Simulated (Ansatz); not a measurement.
**CdTe under load (space group F-43m): band-edge transport data**

Consider the following.

```
CdTe
1.0
    0.00000     3.21995     3.21995
    3.21995     0.00000     3.21995
    3.21995     3.21995     0.00000
Cd Te
1 1
Direct
  0.00000   0.00000   0.00000
  0.25000   0.25000   0.25000
```

Method: r2SCAN with spin-orbit coupling, rigid bands (plane waves, PAW; Ansatz, a first-principles code). Condition of this run: hydrostatic pressure of 1 GPa (compression positive) (the target of the relaxation). Geometry: cell and atoms relaxed with PBEsol, then loaded as said.

The band gap is 1.08 eV and the electron conductivity mass (300 K, dilute) comes out as 0.102 mₑ. The hole conductivity mass (300 K, dilute) is 0.52 mₑ and the effective density of states N_c (300 K) is 7.7e17 cm⁻³. The effective density of states N_v (300 K) comes out as 1.8e19 cm⁻³ and the density-of-states mass, electrons is 0.098 mₑ. The density-of-states mass, holes is 0.81 mₑ, the Seebeck coefficient, n-type 1e19 cm⁻³, 300 K is -66 μV/K and the Seebeck coefficient, p-type 1e19 cm⁻³, 300 K comes out as 268 μV/K. The best p-type power factor at 300 K for τ = 10 fs (best axis; densities from 1e16 to 1e21 cm⁻³ tried, whether or not they can be reached) is 5.5 μW/(cm·K²) at 1e20 cm⁻³.

Rigid bands; masses and Seebeck coefficients take one relaxation time τ for all states and one kind of carrier; polarons and phonon drag are left out. Geometry: cell and atoms relaxed with PBEsol.
